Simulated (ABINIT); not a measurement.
## Pressure against volume in fluorite-structure AuAl2 (space group 225) (ABINIT, PBEsol)

```yaml
crystal:
  lattice:
    - [0.00000, 2.91290, 2.91290]
    - [2.91290, 0.00000, 2.91290]
    - [2.91290, 2.91290, 0.00000]
  atoms:
    - { symbol: Al, position: [0.25000, 0.25000, 0.25000] }
    - { symbol: Al, position: [0.75000, 0.75000, 0.75000] }
    - { symbol: Au, position: [0.00000, 0.00000, 0.00000] }
```

Computed with PBEsol, norm-conserving pseudopotentials (PseudoDojo nc-sr-04 PBEsol standard) (plane waves; ABINIT). Settings: pseudos = [Al.upf, Au.upf]; ecut = 1333 eV; ixc = -116133; occopt = 3; tsmear = 0.05 eV; ngkpt = 17 17 17; nshiftk = 1; shiftk = 0 0 0; potentials = PseudoDojo nc-sr-04 PBEsol standard; nband = 18; kptopt = 1; nstep = 80; toldfe = 1e-09 Ha. The cell above is the first row's. The rows scale it uniformly. In all rows fractional positions and the k mesh are held.

```csv
V (Å^3/atom),P (GPa)
16.4772,12.63
16.8354,9.11
17.1936,5.96
17.5518,3.14
17.9100,0.62
18.2682,-1.62
18.6264,-3.62
18.9846,-5.39
19.3428,?
```

Fit P of the 8 rows that show it with a cubic. With u = V - 17.7, the rows have u = -1.2228, -0.8646, -0.5064, -0.1482, 0.2100, 0.5682, 0.9264, 1.2846. Least squares gives P = 2.061 - 7.0953·u + 1.1392·u² - 0.1027·u³. Residuals (row less fit): 0.002, -0.004, 0.000, 0.002, 0.000, 0.002, -0.004, 0.001; standard error 0.003 (degrees of freedom: 4). The fitted pressure is zero at V0 = 18.00, where dP/dV = -6.429, so B0 = -V0·dP/dV = 116 GPa.

### Question
What does the fit predict for P at V = 19.3428, and how far is the calculated value from it?

### Answer
u = 1.6428, so P = 2.061 - 7.0953 × 1.6428 + 1.1392 × 1.6428² - 0.1027 × 1.6428³ = -6.976 GPa. The calculation gives -6.97 GPa, 0.006 GPa above the prediction (under 0.05 % of the range of P in the table). The row lies outside the fitted rows, so this is an extrapolation. From the scatter of the fitted rows alone, a prediction at this place has a standard error of 0.008 GPa, so the miss is 0.7 times that.

Carrying the step between the two nearest rows on in a straight line would have given -7.16, off by 0.19; series whose last step already gives the withheld value aren't shown. The scan was laid around a cell of about the measured size, scaled by a guess for this functional. The runs keep the symmetry of the cell, so they don't test it for distortions. Spin-orbit coupling is off. Cutoffs and mesh are single choices, not tested for convergence of this quantity. Series with a scatter that would blur these digits, or in which a gap closes, are not shown.
